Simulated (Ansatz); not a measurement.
The reference is WS₂ in the 2H-MoS2 type structure (space group P6_3/mmc, No. 194; a = 3.115 Å, c = 11.773 Å; layered, stacked along the Cartesian z axis).

It is then changed as follows: cell and atoms relaxed at a pressure of 4.2 GPa.

Levels (all Ansatz, a first-principles code, PAW): PBEsol-D3(BJ) (420 eV, no spin-orbit coupling); r2SCAN (500 eV, scalar-relativistic without spin-orbit coupling); HSE06 (420 eV, no spin-orbit coupling).

At the geometry relaxed with PBEsol-D3(BJ), these levels gave the following band gaps, in shuffled order: (a) 0.44 eV, (b) 0.95 eV, (c) 0.59 eV.

Problem. Match each gap to its level.

Solution. (a) PBEsol-D3(BJ); (b) HSE06; (c) r2SCAN.

Single points use the geometry relaxed with PBEsol-D3(BJ). HSE06 gaps are upper bounds (no full band path). Spin-orbit coupling, missing from the scalar runs, can matter with W. Load acts through the strain it causes; cell and atoms are relaxed under it. No phonon test of stability was made.
